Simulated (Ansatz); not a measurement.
Functionals compared on O on the 1x1 (101) surface of anatase TiO2 (cut with top plane O), one in a 2x1 cell, started at the site 'over Ti at depth 0.9 Å', in Ansatz (plane waves, PAW). The structure was relaxed with PBE; the other rows are single points on it, each with its references at the same level. Cutoff 420 eV (500 eV for r2SCAN). The points keep PBE's geometry, so the relaxation of a polaron and the settling of charge on one site are left out. HSE06 used the coarser mesh 2x3x1.

Host crystal: anatase TiO2, with a band gap (PBE, scalar-relativistic without spin-orbit coupling).

Set-up: 37 atoms, 9.4 Å thick at the start under the adsorbate (thin: gaps and levels are the slab's own); mesh 3x4x1; 0.01 eV smearing; dipole correction on; 14 atoms held, the rest relaxed; no symmetry held; spin-polarised, ending with about 2.0 μB a cell; orders that need a larger cell were not tried, no spin-orbit, no U, no dispersion correction. It is one chosen start, not shown to be the lowest state of the adsorbate. These notes are the PBE run's. r2SCAN: The program's check for a lower electronic state was not made. HSE06: The program's check for a lower electronic state was not made. Adsorption energies are against ½ O2(g). A negative adsorption energy means that the adsorbate is more stable on the surface than in its reference.

A dash marks a value that is undefined for that row or was read on another mesh.

| functional | adsorption energy (eV) | gap of the slab on its k-mesh (eV) | highest filled level below the top vacuum level (eV) | magnetic moment of the cell (μB) |
|---|---|---|---|---|
| PBE | 2.35 | 0.96 | 7.99 | 2.00 |
| RPBE | 2.44 | 0.99 | 7.85 | 2.00 |
| r2SCAN | 2.19 | 1.42 | 8.15 | 2.00 |
| HSE06 | (withheld) | – | – | 2.00 |

**Question.** Complete the blanks.

**Answer.** 
- HSE06, adsorption energy (eV): 2.43

Ansatz is a program for electronic structure.
